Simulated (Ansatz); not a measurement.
Effect of pressure 3 GPa on KF

The reference is KF in the rock salt structure (space group Fm-3m, No. 225; a = 5.307 Å).

Perturbation: cell and atoms relaxed at a pressure of 3 GPa.

Level of theory: DFT with PBEsol, PAW potentials and a 420 eV plane-wave cutoff in Ansatz (a first-principles code), no spin-orbit coupling. Γ-centred 11×11×11 mesh, Fermi–Dirac width 0.05 eV.

| quantity | base | changed | shift |
|---|---|---|---|
| density | 2.58 g/cm³ | 2.78 g/cm³ | +0.20 g/cm³ |
| lattice parameter a | 5.307 Å | 5.176 Å | -0.131 Å |
| shortest interatomic distance | 2.653 Å | 2.588 Å | -0.0656 Å |
| enthalpy H = E + PV relative to the base's energy | – | +0.34 eV/atom | – |
| band gap | 6.15 eV | 6.55 eV | +0.40 eV |
| gap character | direct at Γ | direct at Γ | – |
| mean gap deformation potential ΔEg/Δln V | – | -5.3 eV | – |
| width of the top valence band | 0.37 eV | 0.45 eV | +0.075 eV |
| electron mass | 0.54 mₑ (at Γ) | 0.53 mₑ (at Γ) | – |

Final structure:

```xyz
2
Lattice="0.0000 2.5878 2.5878 2.5878 0.0000 2.5878 2.5878 2.5878 0.0000" Properties=species:S:1:pos:R:3 pbc="T T T"
K      0.0000     0.0000     0.0000
F      2.5878     2.5878     2.5878
```

Load acts through the strain it causes; cell and atoms are relaxed under it. Masses are band curvatures over ±0.01 Å⁻¹ around the edge. Whether these cells are dynamically stable was not tested.
